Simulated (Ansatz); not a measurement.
Functionals compared on the (323) surface of tetragonal indium in its 1x1 cell, outermost plane spacing 0.81 Å in the ideal cut, in Ansatz (plane waves, PAW). The structure was relaxed with PBE; the other rows are single points on it. Cutoff 420 eV (500 eV for r2SCAN).

Slab: 14 atoms, 10.5 Å thick at the start (thin: gaps and levels are the slab's own); k 7x7x1, smearing 0.1 eV, dipole-corrected; all atoms relaxed; start symmetry kept, larger cells not searched; no spin, no spin-orbit, no U. These notes are the PBE run's.

| functional | work function of the top face (eV) | rough cost of the single point |
|---|---|---|
| PBE | 3.87 | – |
| LDA | ___ | about 4 core-minutes (a rough figure) |
| PBEsol | 3.95 | roughly 4 core-minutes |
| RPBE | 3.75 | very roughly 4 core-minutes |
| r2SCAN | 4.01 | roughly 6 core-minutes |

Some entries are withheld; supply them.


- LDA, work function of the top face (eV): 4.14

Ansatz is a program for electronic structure.
